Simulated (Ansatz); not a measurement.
A self-consistent single point of Ta2Si (Fmm2, 6 atoms in the cell) with Ansatz (a program for electronic structure).

Method: LDA (PW92), default PAW files made with PBE (plane waves; Ansatz).

The change in words: lattice scaled by 0.98; basis.ecutwfc: 420 eV → 210 eV. Reference geometry:
```
Ta2Si
1.0
   -3.07850     3.07850     2.51607
    3.07850    -3.07850     2.51607
    3.07850     3.07850    -2.51607
Ta Si
4 2
Direct
  0.66359   0.83641   0.50000
  0.33641   0.16359   0.50000
  0.84215   0.34215   0.18430
  0.16359   0.66359   0.82718
  0.25000   0.25000   0.00000
  0.75000   0.75000   0.00000
```

Reference input (self-consistent single point, DFT, LDA (PW92), plane waves, default PAW files made with PBE): basis.ecutwfc = 420 eV; kpoints.mp_grid.grid = 5 5 5; hamiltonian.xc = lda; hamiltonian.pseudopotentials = {kind: paw} (the program's default PAW files); scf.occupations.method = gaussian; scf.occupations.width = 0.1 eV. This run's input differs from it in these lines:

Ansatz 0.2 input:
```diff
@@ -2,14 +2,14 @@
   lattice:
-    - [-3.078502, 3.078502, 2.516069]
-    - [3.078502, -3.078502, 2.516069]
-    - [3.078502, 3.078502, -2.516069]
+    - [-3.016932, 3.016932, 2.465748]
+    - [3.016932, -3.016932, 2.465748]
+    - [3.016932, 3.016932, -2.465748]
   atoms:
-    - { symbol: Ta, position_ang: [2.071278, 1.007224, 2.516069] }
-    - { symbol: Ta, position_ang: [1.007224, 2.071278, 0.000000] }
-    - { symbol: Ta, position_ang: [-0.971868, 2.106634, 2.516066] }
-    - { symbol: Ta, position_ang: [4.085726, 1.007224, -0.000000] }
-    - { symbol: Si, position_ang: [0.000000, 0.000000, 1.258034] }
-    - { symbol: Si, position_ang: [0.000000, -0.000000, 3.774103] }
+    - { symbol: Ta, position_ang: [2.029852, 0.987080, 2.465748] }
+    - { symbol: Ta, position_ang: [0.987080, 2.029852, 0.000000] }
+    - { symbol: Ta, position_ang: [-0.952430, 2.064502, 2.465746] }
+    - { symbol: Ta, position_ang: [4.004012, 0.987080, -0.000000] }
+    - { symbol: Si, position_ang: [0.000000, 0.000000, 1.232874] }
+    - { symbol: Si, position_ang: [0.000000, -0.000000, 3.698622] }
 basis:
-  ecutwfc: 420.0
+  ecutwfc: 210.0
 kpoints:
```

Log, with long lists cut:

```
SCF iter   1: F=—  HF=-39947.604154 eV  |F-HF|=—  |Δ(HF+E_count)|=         —  Δρ=2.22e-2  dr2=1.63e-1  ethr=1.77e-3  ⟨swp⟩=5.3  Hψ=3914  notcnv=0
all-band conjugate gradients solve this SCF's bands
preconditioner: auto → Kerker (q_TF=auto, 2.551 Å⁻¹)
SCF iter   2: F=—  HF=-39947.542137 eV  |F-HF|=—  |Δ(HF+E_count)|=   6.20e-2  Δρ=1.21e-2  dr2=4.81e-2  ethr=2.72e-4  ⟨swp⟩=1.0  Hψ=1188  notcnv=0
SCF iter   3: F=—  HF=-39947.517720 eV  |F-HF|=—  |Δ(HF+E_count)|=   2.44e-2  Δρ=5.70e-4  dr2=2.98e-4  ethr=8.01e-5  ⟨swp⟩=2.0  Hψ=1377  notcnv=0
SCF iter   4: F=—  HF=-39947.517621 eV  |F-HF|=—  |Δ(HF+E_count)|=   9.90e-5  Δρ=9.76e-5  dr2=1.04e-5  ethr=4.97e-7  ⟨swp⟩=2.0  Hψ=1326  notcnv=0
SCF iter   5: F=—  HF=-39947.517620 eV  |F-HF|=—  |Δ(HF+E_count)|=   8.00e-7  Δρ=3.22e-5  dr2=1.19e-6  ethr=1.73e-8  ⟨swp⟩=3.0  Hψ=1938  notcnv=0
SCF iter   6: F=—  HF=-39947.517620 eV  |F-HF|=—  |Δ(HF+E_count)|=   1.81e-7  Δρ=1.28e-5  dr2=3.80e-7  ethr=1.99e-9  ⟨swp⟩=2.0  Hψ=1269  notcnv=0
SCF iter   7: F=-39947.517620 eV  HF=-39947.517620 eV  |F-HF|=2.78e-9  |Δ(HF+E_count)|=   6.11e-8  Δρ=1.91e-6  dr2=4.18e-9  ethr=1.67e-10  ⟨swp⟩=6.0  Hψ=3503  notcnv=0
SCF 1 converged in 7 iterations: F = -39947.517620 eV  dr2 = 4.18e-9
Free energy (F): -39947.517620 eV
Internal energy: -39947.502241 eV  (E = F + TS)
E sigma→0 (E₀):  -39947.509930 eV
Entropy (-TS):   -0.015379 eV (-2.563 meV/atom)
Fermi energy:    18.693554 eV
--- Forces (eV/Å), atoms counted from 1 ---
  atom   1  Ta     0.17685688    -0.06395996     0.00000000
  atom   2  Ta    -0.06395996     0.17685688     0.00000000
  atom   3  Ta    -0.33297956    -0.33297956     0.00000000
  atom   4  Ta     0.11438039     0.11438039     0.00000000
  atom   5  Si     0.05285127     0.05285127    -0.00000000
  atom   6  Si     0.05285127     0.05285127    -0.00000000
--- Stress (GPa, compression-positive) ---
        7.682084       0.609465       0.000000
        0.609465       7.682084       0.000000
        0.000000       0.000000      11.609326
  P = ⅓ Tr σ = 8.9912 GPa (89.912 kbar)
  The stress holds the Pulay correction. Without it, at fixed plane waves, as pw.x and ABINIT print it: P = -28.5388 GPa
```

The run converged in 7 iterations. Against the reference run the free energy rises by 616 meV/atom, the pressure goes from -5.89 to 8.99 GPa and the largest force goes from 0.498 to 0.471 eV/Å.

The starting cell comes from a database of computed structures (which also holds hypothetical and non-ambient phases and stackings), without a prior relaxation at this level. Its lattice was rescaled by up to half a per cent. One atom was moved a little off its site on purpose. For this run, on top of that: lattice scaled by 0.98. Spin polarisation is off. Ansatz's pressure includes its estimate of the finite-basis (Pulay) stress. Without the estimate this run gives -28.54 GPa. The cutoff lies below the one recommended for these files.
